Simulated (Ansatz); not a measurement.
Consider the following.

End structure of Cu on the 1x1 (110) surface of bcc Mo, one in a 2x2 cell, started at the site 'bridge Mo-Mo (span 3.2 Å)':

```yaml
crystal:
  lattice:
    - [5.47470, 0.00000, 0.00000]
    - [-1.82490, 5.16159, 0.00000]
    - [0.00000, 0.00000, 26.00000]
  atoms:
    - { symbol: Mo, position: [0.25000, 0.25000, 0.37429] }
    - { symbol: Mo, position: [0.25000, 0.75000, 0.37429] }
    - { symbol: Mo, position: [0.75000, 0.25000, 0.37429] }
    - { symbol: Mo, position: [0.75000, 0.75000, 0.37429] }
    - { symbol: Mo, position: [0.00000, 0.00000, 0.45665] }
    - { symbol: Mo, position: [0.00000, 0.50000, 0.45665] }
    - { symbol: Mo, position: [0.50000, 0.00000, 0.45665] }
    - { symbol: Mo, position: [0.50000, 0.50000, 0.45665] }
    - { symbol: Mo, position: [0.25000, 0.25000, 0.54354] }
    - { symbol: Mo, position: [0.25000, 0.75000, 0.54340] }
    - { symbol: Mo, position: [0.75000, 0.25000, 0.54340] }
    - { symbol: Mo, position: [0.75000, 0.75000, 0.54178] }
    - { symbol: Mo, position: [0.99090, 0.99090, 0.62555] }
    - { symbol: Mo, position: [0.00127, 0.49873, 0.62784] }
    - { symbol: Mo, position: [0.49873, 0.00127, 0.62784] }
    - { symbol: Mo, position: [0.50910, 0.50910, 0.62555] }
    - { symbol: Cu, position: [0.25000, 0.25000, 0.69968] }
```

Model: 17-atom slab, 6.5 Å thick at the start under the adsorbate (thin: gaps and levels are the slab's own), 6x6x1 mesh, Fermi-Dirac 0.1 eV, dipole correction, 8 atoms held, the rest relaxed; held to the start's symmetry, so lower structures may exist; no spin, no spin-orbit, no U, no dispersion correction. At the end it is bonded to 4 Mo. In PBE it is, or lies within 0.03 eV of, the lowest of the starts that converged.

A negative adsorption energy means that the adsorbate is more stable on the surface than in its reference.

Q: Give the work function of the top face at the level PBE (Ansatz, a first-principles code).

A: 4.07 eV

Q: Predict the adsorption energy against an atom of fcc Cu from PBE.

A: 0.23 eV

Q: Estimate the change of the work function that PBE returns for this input.

A: -0.52 eV

Q: Predict the change of the step from the bottom to the top vacuum level, against the clean slab from PBE.

A: -0.46 eV
